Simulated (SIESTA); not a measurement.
Band structure of MgTi₂ (Cmcm, 6 atoms in the cell).

```yaml
crystal:
  lattice:
    - [1.50723, -8.13128, 0.00000]
    - [1.50723, 8.13128, 0.00000]
    - [0.00000, 0.00000, 4.90289]
  atoms:
    - { symbol: Mg, position: [0.78232, 0.21768, 0.25000] }
    - { symbol: Mg, position: [0.21768, 0.78232, 0.75000] }
    - { symbol: Ti, position: [0.09964, 0.90036, 0.25000] }
    - { symbol: Ti, position: [0.90036, 0.09964, 0.75000] }
    - { symbol: Ti, position: [0.45006, 0.54994, 0.25000] }
    - { symbol: Ti, position: [0.54994, 0.45006, 0.75000] }
```

Computed with LDA PW92, numerical atomic orbitals DZP, PseudoDojo LDA standard norm-conserving potentials (rewritten from UPF to PSML) (SIESTA 5.4.2).

Settings: XC.functional = LDA; XC.authors = PW92; potentials = PseudoDojo LDA standard; PAO.BasisSize = DZP; PAO.EnergyShift = 0.01 Ry; MeshCutoff = 350 Ry; kgrid.MonkhorstPack = 5 5 3; OccupationFunction = MP; OccupationMPOrder = 0; ElectronicTemperature = 200 meV; MaxSCFIterations = 150; SCF.Mixer.Method = Pulay; SCF.Mixer.Weight = 0.25; SCF.Mixer.History = 8.

The starting cell comes from a database of computed structures (which also holds hypothetical and non-ambient phases and stackings), without a prior relaxation at this level. Its lattice was rescaled by a random factor within 2.5 % of one. Spin polarisation is off. Values carry the incompleteness of an atom-centred basis.

Levels in eV from the Fermi level, bands 31 to 36:
```tsv
point	31	32	33	34	35	36
Γ	-0.68	-0.26	-0.25	0.21	0.34	0.64
X	-1.18	-0.87	-0.80	-0.46	0.43	0.51
S	-1.20	-0.86	-0.79	-0.47	0.38	0.51
R	-0.70	-0.70	-0.50	-0.50	-0.12	-0.12
A	-0.69	-0.69	-0.48	-0.48	-0.01	-0.01
Z	-0.84	-0.84	-0.35	-0.35	0.18	0.18
Y	-1.32	-1.04	-0.12	0.43	0.64	0.70
X1	-1.18	-0.87	-0.80	-0.46	0.43	0.51
A1	-0.69	-0.69	-0.48	-0.48	-0.01	-0.01
T	-0.76	-0.76	-0.02	-0.02	0.17	0.17
```

Bands cross the Fermi level along this path, so the cell is metallic at this level.

Higher empty bands are left out: an atom-centred basis made for the valence describes them poorly.
